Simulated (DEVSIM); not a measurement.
Device: Schottky contact on n-type CdTe, at 300 K.

Layer 1 from the left is CdTe, thickness (μm) 11.0, Nd (cm⁻³) 2.3e16, τn (s) 3.5e-8, τp (s) 3.5e-8.

Left contact: Schottky, work function 5.01 eV, emission velocity 4.4e6 cm/s. Right contact: ohmic. Voltage is applied to the left contact. Recombination: SRH at mid-gap. Mobility is constant in doping.

The device is made up for the run: typed textbook-type constants, with dimensions and the other settings drawn at random. Values at 300 K.

CdTe: gap (eV) 1.5, affinity (eV) 4.28, permittivity 10.2, Nc (cm⁻³) 8e17, Nv (cm⁻³) 1.8e19, μn (cm²/Vs) 1000, μp (cm²/Vs) 80.

### Question
Estimate by hand the built-in potential, the peak field at zero bias, the capacitance at -1.5 V, and compare with a numerical solution.

### Answer

- Built-in potential: barrier φB = 0.730 eV; Vbi = φB − kT/q ln(N_band/N) = 0.638 V; numerical 0.638 V.
- Peak field at zero bias: depletion approximation: W = √(2εVbi/(qN)) = 0.177 μm with N = 2.30e16 cm⁻³; field = 2Vbi/W = 72200 V/cm; numerical 70500 V/cm (estimate above by 2.4 %).
- Capacitance at -1.5 V: C = √(qεN / 2(Vbi + |V|)) = 27.9 nF/cm²; numerical 28.1 nF/cm² (estimate below by 0.60 %).

Simulated with DEVSIM: 1D drift-diffusion, Boltzmann statistics, complete ionisation; no tunnelling, impact ionisation, image-force lowering or self-heating. Metal contacts follow the ideal Schottky-Mott rule: no Fermi-level pinning, no interface dipoles.
